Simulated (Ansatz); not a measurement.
Seebeck coefficient (μV/K, mean over directions) of p-type AlAs (F-43m) against carrier density, HSE06 with spin-orbit coupling, rigid bands run with Ansatz (a program for electronic structure). Computed gap 1.99 eV; densities at which minority carriers matter at this gap, or further valleys turn the trend, are left out. Conductivity mass 0.56 mₑ (harmonic mean over directions), N_v = 2.3e19 cm⁻³ at 300 K.

| hole density | 300 K | 500 K |
|---|---|---|
| 1e16 cm⁻³ | 886 | 971 |
| 1e17 cm⁻³ | 688 | ? |
| 1e18 cm⁻³ | 490 | 574 |
| 3e18 cm⁻³ | 396 | 480 |
| 1e19 cm⁻³ | 296 | ? |
| 3e19 cm⁻³ | 211 | 288 |
| 1e20 cm⁻³ | 133 | 198 |
| 3e20 cm⁻³ | 84 | 131 |
| 1e21 cm⁻³ | 48 | 79 |

Problem. Fill in the missing entries.

Solution. 
- 1e17 cm⁻³, 500 K: 772
- 1e19 cm⁻³, 500 K: 378

Rigid bands with a gap fixed in temperature, one relaxation time for all states, no polarons or phonon drag, and whether or not such doping can be reached. Geometry: cell and atoms relaxed with PBEsol.
